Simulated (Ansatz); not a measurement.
**TiC, response to strain**

Consider TiC in the rock salt structure (space group Fm-3m, No. 225; a = 4.2934 Å; relaxed with 0.1 eV smearing). Axes: x, y, z lie along the cube axes.

Strains are applied to the cell and any free atomic positions relax.

The values are results of Kohn–Sham DFT with the PBEsol functional, run in Ansatz (a program for electronic structure) with PAW and 420 eV plane waves, spin-orbit coupling left out, not measurements.

Notes on the quantities. energy relative to the base: free energy F; pressure: mean of the normal stresses, compression positive.

| change | energy relative to the base | pressure |
|---|---|---|
| base | 0 meV/atom | 0.0 GPa |
| tensor shear ε_xy = +1.14 % | ? | 0.0 GPa |
| tensor shear ε_xy = +0.86 % | ? | 0.0 GPa |
| tensor shear ε_xy = +0.57 % | ? | 0.0 GPa |
| tensor shear ε_xy = +1.71 % | ? | 0.1 GPa |
| tensor shear ε_xy = +0.29 % | +0.2 meV/atom | 0.0 GPa |
| tensor shear ε_xy = +2.00 % | +8.6 meV/atom | 0.1 GPa |
| tensor shear ε_xy = +1.43 % | +4.4 meV/atom | 0.1 GPa |

Question: Some entries are withheld; estimate them.

Answer: 
- tensor shear ε_xy = +1.14 %, energy relative to the base: +2.8 meV/atom
- tensor shear ε_xy = +0.86 %, energy relative to the base: +1.6 meV/atom
- tensor shear ε_xy = +0.57 %, energy relative to the base: +0.7 meV/atom
- tensor shear ε_xy = +1.71 %, energy relative to the base: +6.3 meV/atom

Whether these cells are dynamically stable was not tested. All final runs are without spin polarisation.
